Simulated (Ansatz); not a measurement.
Consider this model of amorphous Ti20O41Be.

```
CELL_PARAMETERS angstrom
      8.89611     0.04312    -0.02710
      0.04312     9.03354     0.01398
     -0.02710     0.01398     9.37701
ATOMIC_POSITIONS crystal
  Ti 0.30948 0.06929 0.58445
  Ti 0.56553 0.76639 0.28463
  Ti 0.34759 0.56359 0.79180
  Ti 0.92065 0.67985 0.40357
  Ti 0.43190 0.43265 0.45587
  Ti 0.08042 0.32457 0.90008
  Ti 0.12204 0.66132 0.06653
  Ti 0.62795 0.18192 0.58495
  Ti 0.49236 0.48444 0.08201
  Ti 0.19286 0.87682 0.31532
  Ti 0.74188 0.38685 0.85786
  Ti 0.80375 0.05707 0.29113
  Ti 0.97173 0.60330 0.71015
  Ti 0.32284 0.12144 0.09772
  Ti 0.98165 0.98221 0.58320
  Ti 0.72881 0.72485 0.94278
  Ti 0.06538 0.33823 0.42639
  Ti 0.00217 0.96911 0.97741
  Ti 0.48204 0.94309 0.81776
  Ti 0.87674 0.34362 0.15137
  O  0.92923 0.75388 0.98639
  O  0.65078 0.37417 0.50342
  O  0.24781 0.37740 0.81396
  O  0.40791 0.30461 0.10473
  O  0.28287 0.05342 0.28030
  O  0.80839 0.09442 0.51001
  O  0.08514 0.67588 0.26037
  O  0.64829 0.22799 0.76779
  O  0.72199 0.47189 0.04782
  O  0.29801 0.05647 0.76709
  O  0.54350 0.50562 0.29024
  O  0.72270 0.70810 0.40299
  O  0.01705 0.52663 0.52949
  O  0.38783 0.55381 0.60074
  O  0.24353 0.40084 0.37065
  O  0.96312 0.90665 0.36097
  O  0.18900 0.90878 0.52174
  O  0.68905 0.89208 0.85544
  O  0.42100 0.23804 0.52521
  O  0.77019 0.59607 0.78787
  O  0.13809 0.14495 0.99453
  O  0.92837 0.77470 0.59765
  O  0.93963 0.39048 0.75885
  O  0.13489 0.64309 0.81839
  O  0.86795 0.47993 0.31305
  O  0.00008 0.22378 0.27114
  O  0.10615 0.18207 0.54789
  O  0.51677 0.99595 0.61208
  O  0.04625 0.45740 0.05165
  O  0.71558 0.25049 0.25255
  O  0.36704 0.76727 0.33133
  O  0.98387 0.99812 0.77440
  O  0.52233 0.48026 0.87705
  O  0.45460 0.01349 0.00576
  O  0.59196 0.71901 0.09706
  O  0.62841 0.96032 0.29157
  O  0.86447 0.00906 0.10769
  O  0.41439 0.76265 0.81393
  O  0.31726 0.59430 0.04567
  O  0.86545 0.25315 0.96912
  O  0.16191 0.87599 0.08242
  Be 0.69905 0.41129 0.34604
```

Methods: PBE, scalar-relativistic without spin-orbit coupling (Ansatz, a program for electronic structure); r2SCAN, scalar-relativistic without spin-orbit coupling (Ansatz); HSE06, scalar-relativistic without spin-orbit coupling (Ansatz). Neutral PBE cell, which sets geometry, pressure and energy: sampling: a 2×2×2 Γ-centred mesh; Fermi-Dirac width 0.02 eV; no spin polarisation. Exact exchange is cut at the faces of this 9 Å cell, which leaves hybrid gaps a finite-size error.

The cell was made by melting and quenching with the CHGNet potential and then relaxed with DFT. O atoms were pushed apart under 1.9 Å during the dynamics, to hinder bonds among them. The hot cell started wider than the set density and was brought back towards it in steps. It is the lowest in DFT energy of 2 quenches. It is a model cell: composition and starting density were chosen by hand, and all elements were melted together. No dispersion term was used. Its density started from a set value of 3.58 and ended at 3.57 g/cm³. The simulated quench (nominally 360 K/ps over its main leg) is rapid and tends to freeze in more defects than a deposited or slowly cooled glass has. One small periodic cell is one sample of the glass; other quenches scatter about these values. The volume was held where the preparation left it and the shape relaxed.

Question: Give the pressure and the spacing of the highest filled and lowest empty levels.

Answer: 
```json
{
  "Pressure on a 2×2×2 Γ-centred mesh": "1.78 GPa",
  "Largest force and stress component on that mesh (the relaxation ran on the zone centre alone)": "0.13 eV/Å and 1.8 GPa",
  "Gap on a 2×2×2 Γ-centred mesh (PBE)": "2.56 eV",
  "Gap at the zone centre (PBE)": "2.73 eV",
  "Gap at the zone centre (r2SCAN)": "3.09 eV",
  "Gap at the zone centre (HSE06)": "4.29 eV",
  "Distance between the nearest levels spread over more than a fifth of the atoms or a third of the atoms of their main element (six at least) (PBE, zone centre)": "2.73 eV"
}
```

Question: At PBE and the zone centre, how localised are the states just below and above the Fermi level (participation number: the atoms over which a state spreads)?

Answer: The highest filled state is spread over 17.9 atoms' worth, largest on O46, with weights by element (charge in smoothed Voronoi cells) O 0.93, Ti 0.06, Be 0.00. The lowest empty state is spread over 13.0 atoms' worth, largest on Ti7, with weights by element (charge in smoothed Voronoi cells) Ti 0.81, O 0.19, Be 0.00.

Cut-offs for bonds: Ti-Ti 3.12 Å, Ti-O 2.54 Å, Ti-Be 2.62 Å, O-O 1.58 Å, O-Be 1.94 Å, Be-Be 2.11 Å. Two cations that share two anions don't count as bonded, nor two that share one unless they lie closer than Ti-Ti 3.04 Å, Ti-Be 2.55 Å, Be-Be 2.05 Å.

Added carriers, by Ansatz with PBE, scalar-relativistic without spin-orbit coupling on the zone centre alone. Charged cells keep the cell fixed and stand in a uniform background, with no image correction, at a width of 0.01 eV; where the count is odd the moment is locked at 1 μB, unless the neutral cell bore moments. Each starts from the undistorted neutral geometry alone. PBE's self-interaction favours spread-out carriers, so it can miss traps that a hybrid finds.

Question: What happens at PBE when the cell takes an extra electron and the atoms relax?

Answer: Relaxation lowers the charged cell by 0.10 eV. The largest moves are Ti10 0.08 Å, O27 0.06 Å, O61 0.06 Å, Ti1 0.05 Å. The level that holds the added charge spreads over 11.0 atoms' worth, most on Ti7 (weight 0.22): a partly localised carrier. No bond crosses its cut-off with a change of over 0.15 Å (metal-metal contacts aside). Made neutral again at that geometry, the cell lies +0.14 eV from the neutral start.

Question: What happens at PBE when the cell takes a hole and the atoms relax?

Answer: Relaxation lowers the charged cell by 0.14 eV. The largest moves are O45 0.23 Å, O46 0.19 Å, Ti17 0.16 Å, Ti20 0.12 Å. The level that was emptied spreads over 5.0 atoms' worth, most on O32 (weight 0.32): a localised (trapped) carrier, which neighbours of that atom can share. Bonds broken: Ti17-O45. Made neutral again at that geometry, the cell lies +0.58 eV from the neutral start.
